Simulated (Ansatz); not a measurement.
An Ansatz (a quantum-chemistry and plane-wave program) run: Ge with a change (pressure 1.5 GPa); Ansatz PBEsol, no spin-orbit coupling.

Input:

Ansatz 0.2 input:
```yaml
crystal:
  lattice:
    - [-2.5524308695, 2.5524308695, 1.3958463346]
    - [2.5524308695, -2.5524308695, 1.3958463346]
    - [2.5524308695, 2.5524308695, -1.3958463346]
  atoms:
    - { symbol: Ge, position: [0.25, 0.75, 0.5] }
    - { symbol: Ge, position: [0.5, 0.5, 0] }
basis: { ecutwfc: 420, ecutrho_ratio: 4, xc_grid: 2, fft_grid_basis: typed }
kpoints: { mp_grid: { grid: [19, 19, 19] } }
hamiltonian:
  xc: pbesol
  dispersion: none
  pseudopotentials: { kind: paw }
scf: { occupations: { method: fermi_dirac, width: 0.05 } }
relax: { f_tol: 0.01, max_steps: 60, cell: { stress_tol: 0.02, p_target: 1.5 } }
output: { forces: true, stress: true }
checkpoint: { write: state.ck, write_every: 1000 }
```

Output (explanatory and most iteration lines left out):

```
Relaxation: its limit of steps is 60 (relax.max_steps)
Pseudopotential: Ge, paw, valence charge 14
Crystal: 2 atoms, lattice volume = 36.375 Å³
Basis set: ecut = 420 eV, 725 PW (Γ), exchange–correlation on 54×54×54 points (8 copies of the dense FFT grid, shifted against one another)
Bands: 18, of which v1, the nominal top of the filled ones, is band 14 counted from 1 (13 counted from 0)
Symmetry: 16 space group operations
Space group: I41/amd (ITA 141), of the structure as read, at distance tolerance 3.3e-5 Å
k-points: 550 of 6859
Functional: x = pbesol(κ = 0.804, μ = 0.12345679012345678), c = pbesol(β = 0.046)
SCF iter   1: F=—  HF=-8506.667885 eV  |F-HF|=—  |Δ(HF+E_count)|=         —  Δρ=2.36e-3  dr2=1.30e-3  ethr=1.77e-3  ⟨swp⟩=5.4  Hψ=40995  notcnv=0
SCF iter   2: F=—  HF=-8506.666717 eV  |F-HF|=—  |Δ(HF+E_count)|=   1.17e-3  Δρ=1.14e-3  dr2=3.50e-4  ethr=4.63e-6  ⟨swp⟩=2.0  Hψ=21938  notcnv=0
SCF 1 converged in 6 iterations: F = -8506.666713 eV  dr2 = 2.47e-9
relax step   1: F+E_penalty+E_count = -8506.66671268 eV  Δ(F+E_penalty+E_count) = +0.000e0 eV  max|allowed force component| = 1.041e-17 eV/Å  Δτ_max = 0.0000 Å  P = +0.698 GPa  Ω = 36.375 Å³  (6 SCF iters, dr2 threshold 1.00e-7 eV, accepted)
[... steps on the carried basis left out ...]
relax step   4: F+E_penalty+E_count = -8506.66436878 eV  Δ(F+E_penalty+E_count) = +6.426e-5 eV  max|allowed force component| = 6.939e-18 eV/Å  Δτ_max = 0.0000 Å  P = +1.495 GPa  Ω = 36.032 Å³  stress off target by 1.59e-2 GPa  SCF on the basis re-selected at this cell (its energy is not comparable with the rows above)  (5 SCF iters)
SCF converged after 5 iterations
Free energy (F): -8506.664369 eV
Internal energy: -8506.658035 eV  (E = F + TS)
E sigma→0 (E₀):  -8506.661202 eV
Entropy (-TS):   -0.006334 eV (-3.167 meV/atom)
Fermi energy:    11.464498 eV
--- Forces (eV/Å), atoms counted from 1 ---
  atom   1  Ge     0.00000000     0.00000000     0.00000000
  atom   2  Ge     0.00000000     0.00000000     0.00000000
--- Stress (GPa, compression-positive) ---
        1.484208       0.000000       0.000000
        0.000000       1.484208       0.000000
        0.000000       0.000000       1.515944
  P = ⅓ Tr σ = 1.4948 GPa (14.948 kbar)
--- Relaxed structure (3 steps of the walk, 3 accepted, 1 SCFs on fresh bases) ---
  cell:  # Å, volume = 36.0319 Å³
    - [-2.5449084485327966, 2.5449084485327966, 1.3908572320125843]
    - [2.5449084485327966, -2.5449084485327966, 1.3908572320125843]
    - [2.5449084485327966, 2.5449084485327966, -1.3908572320125843]
  atoms:
    - { symbol: Ge, position: [0.24999999999999997, 0.7499999999999999, 0.49999999999999994] }
    - { symbol: Ge, position: [0.49999999999999994, 0.49999999999999994, 3.1474597945203143e-35] }
```

Load acts through the strain it causes; cell and atoms are relaxed under it. Whether these cells are dynamically stable was not tested. The cell was made from Ge (space group I4_1/amd, No. 141; a cell from a computed database, its experimental status unchecked) by this change: pressure 1.5 GPa. This is not the structure that Ge has at room temperature and ambient pressure.
